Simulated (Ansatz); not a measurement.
Input:

```
CELL_PARAMETERS angstrom
      3.82786     0.00000     0.00000
     -1.91393     3.31502     0.00000
      0.00000     0.00000     6.36883
ATOMIC_POSITIONS crystal
  Ga 0.33333 0.66667 0.00115
  Ga 0.66667 0.33333 0.50115
  P  0.33333 0.66667 0.37385
  P  0.66667 0.33333 0.87385
```

The numbers are results of r2SCAN with spin-orbit coupling, rigid bands (plane waves, PAW; Ansatz, a quantum-chemistry and plane-wave program), not measurements. Condition of this run: uniaxial stress along c of -1.4 GPa (compression positive) (the target of the relaxation). How the cell was made: cell and atoms relaxed with PBEsol, then loaded as said.

### Question
Predict the hole conductivity mass (n e² τ/σ) at 300 K, by direction if it differs.

### Answer
0.57 (x), 0.57 (y), 0.93 (z) mₑ.

### Question
What conductivity effective mass do dilute electrons have at 300 K?

### Answer
0.38 (x), 0.38 (y), 0.25 (z) mₑ.

### Question
And the band gap?

### Answer
1.70 eV at this level; semilocal functionals usually fall short of the measured gap.

Rigid bands, one relaxation time for all states, no polarons. Geometry: cell and atoms relaxed with PBEsol.
